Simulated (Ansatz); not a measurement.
Levels about the gap of amorphous IGZO (In₆Ga₁₂Zn₆O₃₃) (57 atoms in a cell of 725 Å³, 5.60 g/cm³; zone centre alone, so wide bands show as single levels with stretches between that a denser mesh fills), at the geometry that PBE relaxed, where it gives 0.1 GPa on a denser mesh. The participation number counts the atoms over which a state spreads; weights are charges in smoothed Voronoi cells. The levels come from a single point, so bond lengths are those of that geometry. Method of the levels: PBE, scalar-relativistic without spin-orbit coupling (Ansatz, a program for electronic structure). Sampling: the zone centre alone; Fermi-Dirac width 0.02 eV; no spin polarisation.

A CHGNet melt-quench gave the starting glass, which DFT then relaxed. O atoms were pushed apart under 1.9 Å during the dynamics, to hinder bonds among them. The hot cell started wider than the set density and was brought back towards it in steps. It is the lowest in DFT energy of 2 quenches. It is a model cell: composition and starting density were chosen by hand, and all elements were melted together. No dispersion term was used. Its density started from a set value of 5.84 and ended at 5.60 g/cm³. The simulated quench (nominally 170 K/ps over its main leg) is rapid and tends to freeze in more defects than a deposited or slowly cooled glass has. Values belong to this one cell and scatter from quench to quench. Volume and shape were free in the relaxation. On a 2×2×2 Γ-centred mesh force components of up to 0.15 eV/Å stay, since the relaxation ran on the zone centre alone.

```json
[
 {"E - E(highest filled), eV": "-0.34", "filling": "filled", "participation number": "16.8", "largest on": "O, 3 neighbours", "weight O": "0.91", "weight In": "0.02", "weight Ga": "0.02", "weight Zn": "0.05"},
 {"E - E(highest filled), eV": "-0.32", "filling": "filled", "participation number": "15.5", "largest on": "O, 3 neighbours", "weight O": "0.87", "weight In": "0.02", "weight Ga": "0.03", "weight Zn": "0.08"},
 {"E - E(highest filled), eV": "-0.28", "filling": "filled", "participation number": "22.2", "largest on": "O, 3 neighbours", "weight O": "0.83", "weight In": "0.02", "weight Ga": "0.03", "weight Zn": "0.11"},
 {"E - E(highest filled), eV": "-0.15", "filling": "filled", "participation number": "12.9", "largest on": "O, 2 neighbours", "weight O": "0.87", "weight In": "0.02", "weight Ga": "0.02", "weight Zn": "0.09"},
 {"E - E(highest filled), eV": "-0.11", "filling": "filled", "participation number": "10.8", "largest on": "O, 4 neighbours", "weight O": "0.85", "weight In": "0.01", "weight Ga": "0.03", "weight Zn": "0.11"},
 {"E - E(highest filled), eV": "-0.02", "filling": "filled", "participation number": "9.9", "largest on": "O, 4 neighbours", "weight O": "0.81", "weight In": "0.02", "weight Ga": "0.02", "weight Zn": "0.15"},
 {"E - E(highest filled), eV": "0.00", "filling": "filled", "participation number": "11.3", "largest on": "O, 2 neighbours", "weight O": "0.85", "weight In": "0.02", "weight Ga": "0.02", "weight Zn": "0.11"},
 {"E - E(highest filled), eV": "1.10", "filling": "empty", "participation number": "52.6", "largest on": "In, 5 neighbours", "weight O": "0.52", "weight In": "0.16", "weight Ga": "0.20", "weight Zn": "0.12"},
 {"E - E(highest filled), eV": "3.80", "filling": "empty", "participation number": "18.6", "largest on": "In, 5 neighbours", "weight O": "0.58", "weight In": "0.33", "weight Ga": "0.06", "weight Zn": "0.03"},
 {"E - E(highest filled), eV": "4.00", "filling": "empty", "participation number": "26.8", "largest on": "In, 6 neighbours", "weight O": "0.57", "weight In": "0.25", "weight Ga": "0.14", "weight Zn": "0.04"},
 {"E - E(highest filled), eV": "4.08", "filling": "empty", "participation number": "33.7", "largest on": "In, 5 neighbours", "weight O": "0.56", "weight In": "0.19", "weight Ga": "0.19", "weight Zn": "0.07"},
 {"E - E(highest filled), eV": "4.27", "filling": "empty", "participation number": "21.2", "largest on": "In, 5 neighbours", "weight O": "0.55", "weight In": "0.23", "weight Ga": "0.14", "weight Zn": "0.08"},
 {"E - E(highest filled), eV": "4.37", "filling": "empty", "participation number": "31.9", "largest on": "In, 5 neighbours", "weight O": "0.57", "weight In": "0.18", "weight Ga": "0.14", "weight Zn": "0.11"},
 {"E - E(highest filled), eV": "4.62", "filling": "empty", "participation number": "37.9", "largest on": "In, 5 neighbours", "weight O": "0.55", "weight In": "0.21", "weight Ga": "0.17", "weight Zn": "0.07"}
]
```

Most localised among these is the filled level at -0.02 eV, on a O atom, which has 4 neighbours (Ga 1.92 Å, Zn 2.09 Å, Zn 2.10 Å, In 2.16 Å).
